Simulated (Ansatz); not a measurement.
A self-consistent single point of LuInNi4 (P1, 6 atoms in the cell) with Ansatz (a quantum-chemistry and plane-wave program).

Computed with PBEsol, default PAW files made with PBE (plane waves; Ansatz).

```yaml
crystal:
  lattice:
    - [0.00000, 3.45851, 3.45851]
    - [3.45851, 0.00000, 3.45851]
    - [3.45851, 3.45851, 0.00000]
  atoms:
    - { symbol: Lu, position: [0.48915, 0.48216, 0.49888] }
    - { symbol: In, position: [0.76005, 0.74442, 0.79540] }
    - { symbol: Ni, position: [0.62778, 0.13549, 0.11909] }
    - { symbol: Ni, position: [0.11297, 0.12184, 0.62617] }
    - { symbol: Ni, position: [0.15720, 0.61231, 0.10261] }
    - { symbol: Ni, position: [0.10285, 0.15378, 0.10784] }
```

Reference input (self-consistent single point, DFT, PBEsol, plane waves, default PAW files made with PBE): basis.ecutwfc = 420 eV; kpoints.mp_grid.grid = 6 6 6; hamiltonian.xc = pbesol; hamiltonian.pseudopotentials = {kind: paw} (the program's default PAW files); scf.occupations.method = fermi_dirac; scf.occupations.width = 0.05 eV. This run's input differs from it in these lines:

Ansatz 0.2 input:
```diff
@@ -20,3 +20,3 @@
 scf:
-  occupations: { method: fermi_dirac, width: 0.05 }
+  occupations: { method: fermi_dirac, width: 0.2 }
 output:
```

The program printed (abridged):

```
SCF iter   1: F=—  HF=-43359.213658 eV  |F-HF|=—  |Δ(HF+E_count)|=         —  Δρ=3.15e-2  dr2=5.74e-1  ethr=1.77e-3  ⟨swp⟩=5.8  Hψ=32302  notcnv=0  defer=9
all-band conjugate gradients solve this SCF's bands
preconditioner: auto → Kerker (q_TF=auto, 2.861 Å⁻¹)
SCF iter   2: F=—  HF=-43359.157519 eV  |F-HF|=—  |Δ(HF+E_count)|=   5.61e-2  Δρ=1.00e-2  dr2=7.66e-2  ethr=5.22e-4  ⟨swp⟩=2.0  Hψ=13721  notcnv=0  defer=11
   [... lines left out ...]
SCF iter   6: F=—  HF=-43359.147888 eV  |F-HF|=—  |Δ(HF+E_count)|=   3.22e-5  Δρ=6.64e-4  dr2=2.53e-4  ethr=3.83e-7  ⟨swp⟩=2.2  Hψ=13843  notcnv=0  defer=60
SCF iter   7: F=—  HF=-43359.147861 eV  |F-HF|=—  |Δ(HF+E_count)|=   2.66e-5  Δρ=5.50e-5  dr2=2.28e-6  ethr=2.30e-7  ⟨swp⟩=2.0  Hψ=11340  notcnv=0  defer=60
SCF iter   8: F=—  HF=-43359.147849 eV  |F-HF|=—  |Δ(HF+E_count)|=   1.18e-5  Δρ=1.78e-5  dr2=2.65e-7  ethr=2.07e-9  ⟨swp⟩=2.9  Hψ=16735  notcnv=0  defer=60
SCF iter   9: F=-43359.147849 eV  HF=-43359.147849 eV  |F-HF|=2.27e-8  |Δ(HF+E_count)|=   7.37e-8  Δρ=5.74e-6  dr2=1.86e-8  ethr=9.09e-11  ⟨swp⟩=12.5  Hψ=49230  notcnv=0
SCF 1 converged in 9 iterations: F = -43359.147849 eV  dr2 = 1.86e-8
Free energy (F): -43359.147849 eV
Internal energy: -43358.477694 eV  (E = F + TS)
E sigma→0 (E₀):  -43358.812771 eV
Entropy (-TS):   -0.670155 eV (-111.693 meV/atom)
Fermi energy:    17.797388 eV
--- Forces (eV/Å), atoms counted from 1 ---
  atom   1  Lu     0.92297130     0.73202534     0.64164894
  atom   2  In    -0.82182638    -1.62243245    -0.06421493
  atom   3  Ni    -0.43142355     0.24207020    -0.75221254
  atom   4  Ni    -0.31001796    -0.10766911     0.41883649
  atom   5  Ni     1.20617507    -0.34795587     0.08465257
  atom   6  Ni    -0.56583963     1.10400394    -0.32866551
--- Stress (GPa, compression-positive) ---
        2.702507      -0.295983      -2.302270
       -0.295983       2.442993      -1.625395
       -2.302271      -1.625395       1.739469
  P = ⅓ Tr σ = 2.2950 GPa (22.950 kbar)
  The stress holds the Pulay correction. Without it, at fixed plane waves, as pw.x and ABINIT print it: P = 2.2273 GPa
```

The run converged in 9 iterations. Against the reference run the free energy drops by 48.6 meV/atom, the pressure goes from 1.50 to 2.29 GPa and the largest force hardly changes (1.812 to 1.820 eV/Å).

The starting cell comes from a database of computed structures (which also holds hypothetical and non-ambient phases and stackings), without a prior relaxation at this level. Its atoms were displaced at random from the sites of space group no. 216. Spin polarisation is off. Forces in this geometry exceed 1 eV/Å. Ansatz's pressure includes its estimate of the finite-basis (Pulay) stress.

Cost on one core of a shared machine: roughly 70 s.
